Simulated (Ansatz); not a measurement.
Structures of equal composition on the (100) surface of rock-salt TiC: Nb on all Ti sites of the second plane; Nb on all Ti sites of the top plane. The slabs share one bottom face, and each structure is named by its start. These are constructed structures in small cells; real faces may alloy, dewet or reconstruct in larger ones, and not all known structures of the face are among them. Slabs of about 13 Å, Fermi-Dirac smearing of 0.1 eV. Bottom of the slabs: a bare face, its two planes held. Relaxed from the named starts with such symmetry as they have, on meshes of like density; energies extrapolated to zero smearing; spin only where a row says so; no spin-orbit coupling, no U. Brackets mark spin-polarised runs, whose order is one that fits the cell.

Computed with PBE (plane waves to 420 eV, PAW; Ansatz, a program for electronic structure).

### Question
Rank these by energy per 1x1 cell (lowest first), as PBE gives it.

### Answer
Nb on all Ti sites of the top plane (0.000 eV), Nb on all Ti sites of the second plane (0.267 eV)
